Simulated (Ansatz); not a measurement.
## Element substitutions in La

Consider La (space group P6_3/mmc, No. 194; a = 3.786 Å, c = 12.033 Å).

Each row replaces one element on all its sites; cell and atoms are relaxed.

Calculations: r2SCAN (Ansatz, an electronic-structure program), spin-orbit coupling left out.

Candidates:
(a) La → Lu
(b) La → Sc
(c) La → Ca

Base values:

```
Quantity            Value
---------------  --------
Volume per atom  37.33 Å³
```

Q: Order them by volume per atom, lowest first.

A: (b) La → Sc (25.01 Å³), (a) La → Lu (29.02 Å³), (c) La → Ca (43.28 Å³)

No phonon test of stability was made. The final runs are not spin-polarised. This is not the structure that Ca has at room temperature and ambient pressure.
